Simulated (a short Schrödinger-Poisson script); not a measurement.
Symmetric double-gate stack, SiO2 on p-type InP

System: symmetric double-gate stack, SiO2 on p-type InP, at 300 K.

| layer | material | thickness (nm) | Na (cm⁻³) |
|---|---|---|---|
| 1 | SiO2 | 1.9 | - |
| 2 | InP | 10 | 7e15 |
| 3 | SiO2 | 1.9 | - |

The device is made up for the run: typed textbook-type constants, with dimensions and the other settings drawn at random. SiO2: permittivity 3.9, conduction-band edge (eV) 3.48, gap (eV) 9, electron mass (mₑ) 0.5. InP: permittivity 12.5, conduction-band edge (eV) 0, gap (eV) 1.344, Nv at 300 K (cm⁻³) 1.1e19.

Channel valleys (confinement mass, in-plane density-of-states mass, number): Γ 0.08, 0.08, 1. At the gates, both at one voltage, the conduction-band edge of layer 1 lies 3.49 eV − eVg above the Fermi level of the channel. Gaps are held at their typed values at every temperature. Mesh 0.03 nm at interfaces.

From a short Schrödinger-Poisson script (our own, NumPy): 1D Poisson equation in equilibrium, electrons quantum, Hartree (BenDaniel-Duke, 12 states a valley, the channel's in-plane mass for all, wave functions free to enter the dielectric), parabolic valleys, classical holes, full ionisation, no traps, pinning or gate leakage.

```tsv
Vg (V)	electrons (cm⁻²)	C (μF/cm²)	Γ E0 (meV)	Γ E1 (meV)
-0.3	1.46e6	< 0.003	344.1	446.8
-0.2	6.98e7	< 0.003	244.1	346.8
-0.1	3.31e9	0.0207	144.3	247.0
0	1.14e11	0.532	51.2	153.3
0.1	7.68e11	1.44	-8.0	90.9
0.2	1.78e12	1.77	-45.6	48.6
0.3	2.95e12	1.97	-75.1	14.2
0.4	4.23e12	2.12	-99.6	-14.8
0.5	5.58e12	2.20	-121.1	-40.5
0.6	6.96e12	2.24	-141.2	-64.7
0.7	8.38e12	2.28	-160.8	-88.1
0.8	9.80e12	2.30	-180.0	-111.0
0.9	1.13e13	2.34	-198.9	-133.3
1	1.27e13	2.38	-217.0	-154.8
1.1	1.42e13	2.42	-234.2	-175.3
1.2	1.57e13	2.46	-250.4	-194.7
1.3	1.73e13	2.49	-266.0	-213.4
1.4	1.88e13	2.51	-281.1	-231.6
1.5	2.04e13	2.52	-296.1	-249.4
```

Gate voltages with under 1e6 electrons/cm² are left out.

Subbands count from the Fermi level. The capacitance is that of both gates.

Above a few 1e12 electrons/cm² a light Γ valley is non-parabolic and upper valleys begin to fill, which the model leaves out.
